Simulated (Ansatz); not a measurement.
# Ru on a Ni site (surface) in a 3x3 cell of the 1x1 (111) surface of fcc Ni, ferromagnetic

All values below come from PBE (plane waves to 420 eV, PAW; Ansatz, a first-principles code).

Model: 36-atom slab, 6.0 Å thick at the start (thin: gaps and levels are the slab's own), 5x5x1 mesh, Fermi-Dirac 0.1 eV, dipole correction, 9 atoms held, the rest relaxed; start symmetry kept, larger cells not searched; spin-polarised, no spin-orbit, no U.

The formation energy against fcc Ni, ferromagnetic, hcp Ru is 0.54 eV and the work function of the top face comes out as 5.13 eV. The change of the work function is 0.051 eV and the change of the step from the bottom to the top vacuum level, against the clean slab comes out as 0.053 eV. The energy released by relaxation is 0.027 eV. The magnetic moment of the cell is 24.41 μB and the largest move of a host atom is 0.06 Å.
